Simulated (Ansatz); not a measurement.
## What biaxial strain −2.40 %, plane normal [001], relaxed out of plane does to SrTiO3

The parent structure is SrTiO$_{3}$ in the cubic perovskite structure (space group Pm-3m, No. 221; a = 3.8542 Å). Axes: x, y, z lie along the cube axes.

Now apply this change: biaxial strain −2.40 %, plane normal [001], relaxed out of plane (Cartesian); in-plane vectors clamped, the third vector and the atoms free.

Calculations: plane-wave PAW DFT at the LDA level (Ansatz, a quantum-chemistry and plane-wave program, 420 eV), no spin-orbit coupling. Settings: 9×9×9 k-points, 0.05 eV Fermi–Dirac smearing.

The volume per atom decreases by 0.38 Å³ to 11.07 Å³ and the space group becomes P4/mmm (No. 123) (base: Pm-3m (No. 221)). The shortest interatomic distance decreases by 0.0874 bohr (3.642 bohr → 3.554 bohr) and the energy increases by 19 meV/atom. The pressure (mean of the normal stresses, compression positive) goes from zero to 7.86 GPa and the band gap drops by 0.04 eV (1.85 eV → 1.81 eV). The gap character is indirect, A → Γ and the smallest direct gap shrinks by 0.018 eV to 2.16 eV. The out-of-plane strain is +1.49 % and the ratio −ε⊥/ε∥ is 0.62. The mean in-plane stress (compression positive) is +11.8 GPa.

Final structure (turned so that z lies along the plane normal):

```yaml
crystal:
  lattice:
    - [3.76168, 0.00000, 0.00000]
    - [0.00000, 3.76168, 0.00000]
    - [0.00000, 0.00000, 3.91165]
  atoms:
    - { symbol: Sr, position: [0.00000, 0.00000, 0.00000] }
    - { symbol: Ti, position: [0.50000, 0.50000, 0.50000] }
    - { symbol: O, position: [0.50000, 0.00000, 0.50000] }
    - { symbol: O, position: [0.00000, 0.50000, 0.50000] }
    - { symbol: O, position: [0.50000, 0.50000, 0.00000] }
```

No phonon test of stability was made. All final runs are without spin polarisation. Many cubic perovskites are stable only at high temperature; tilts and polar distortions were not tested. k-point labels follow each cell's own Brillouin zone.
